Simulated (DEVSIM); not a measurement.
System: W/SiO2/p-Si capacitor, at 300 K.

```tsv
layer (left to right)	material	thickness (nm)	Na (cm⁻³)
1	SiO2	1.20	-
2	Si	13000	2.1e15
```

Metal gate on the left, work function 4.6 eV. Fixed charge at the semiconductor interface 8.6e11 cm⁻² (in units of +e); no interface traps.

Constants are typed, rounded textbook-type inputs, not results; the design itself was drawn at random and stands for no fabricated device. Values at 300 K.

| parameter | SiO2 | Si |
|---|---|---|
| gap (eV) | 9 | 1.124 |
| affinity (eV) | 0.9 | 4.05 |
| permittivity | 3.9 | 11.7 |
| Nc (cm⁻³) | - | 2.86e19 |
| Nv (cm⁻³) | - | 3.1e19 |

Simulated with DEVSIM: 1D Poisson equation in equilibrium, Boltzmann statistics, complete ionisation; no quantum confinement or tunnelling. Metal contacts follow the ideal Schottky-Mott rule: no Fermi-level pinning, no interface dipoles.

Problem. Tabulate band edges, carrier densities and field at 0.0 V on the gate.

Solution. Energies count from the Fermi level of the right contact; mesh points crowd at the junctions.

| x (μm) | Ec (eV) | Ev (eV) | n (cm⁻³) | p (cm⁻³) | field (V/cm) |
|---|---|---|---|---|---|
| 0.000 | 3.700 | -5.300 | < 1e2 | < 1e2 | -350000 |
| 0.0006622 | 3.676 | -5.324 | < 1e2 | < 1e2 | -350000 |
| 0.001462 | 0.508 | -0.616 | 8.3e10 | 1.4e9 | 15000 |
| 0.003247 | 0.511 | -0.613 | 7.5e10 | 1.6e9 | 15000 |
| 0.009529 | 0.520 | -0.604 | 5.2e10 | 2.2e9 | 15000 |
| 0.02144 | 0.537 | -0.587 | 2.7e10 | 4.3e9 | 14000 |
| 0.04832 | 0.574 | -0.550 | 6.4e9 | 1.8e10 | 13000 |
| 0.1429 | 0.686 | -0.438 | 8.4e7 | 1.4e12 | 10000 |
| 0.3223 | 0.820 | -0.304 | 480000 | 2.4e14 | 4600 |
| 0.7269 | 0.875 | -0.249 | 57000 | 2.0e15 | 97 |
| 1.640 | 0.876 | -0.248 | 55000 | 2.1e15 | ≈ 0 |
| 4.851 | 0.876 | -0.248 | 55000 | 2.1e15 | ≈ 0 |
| 9.092 | 0.876 | -0.248 | 55000 | 2.1e15 | ≈ 0 |
| 11.27 | 0.876 | -0.248 | 55000 | 2.1e15 | ≈ 0 |
| 12.42 | 0.876 | -0.248 | 55000 | 2.1e15 | ≈ 0 |
| 12.74 | 0.876 | -0.248 | 55000 | 2.1e15 | ≈ 0 |
| 12.89 | 0.876 | -0.248 | 55000 | 2.1e15 | ≈ 0 |
| 12.95 | 0.876 | -0.248 | 55000 | 2.1e15 | ≈ 0 |
| 12.98 | 0.876 | -0.248 | 55000 | 2.1e15 | ≈ 0 |
| 12.99 | 0.876 | -0.248 | 55000 | 2.1e15 | ≈ 0 |
| 13.00 | 0.876 | -0.248 | 55000 | 2.1e15 | ≈ 0 |
| 13.00 | 0.876 | -0.248 | 55000 | 2.1e15 | ≈ 0 |
